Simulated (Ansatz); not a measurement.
## MgB2 (space group P6/mmm, No. 191)

MgB$_{2}$ is taken in the hexagonal space group P6/mmm (No. 191), Pearson symbol hP3. Lattice parameters: a = b = 3.0632 Å, c = 3.4999 Å, α = β = 90.00°, γ = 120.00°. Mg on 1a has 12 B at 2.488 Å. B on 2d sees 3 B at 1.769 Å and 6 Mg at 2.488 Å. (Neighbours: up to the widest gap in distance over summed covalent radii, below 1.35, at either atom; cation-cation and far metal-metal contacts left out.)

The values are results of PBEsol in Ansatz (plane waves to 420 eV, PAW, no SOC), not measurements. Γ-centred 17×17×13 mesh, Fermi–Dirac width 0.05 eV.

```yaml
volume_per_atom: 9.48 Å³
density: 2.68 g/cm³
band_gap: zero
total_energy: -739.263 eV/atom (σ→0; compares only within this code and set-up)
```

No phonon test of stability was made. All final runs are without spin polarisation.

Ansatz is a first-principles code.
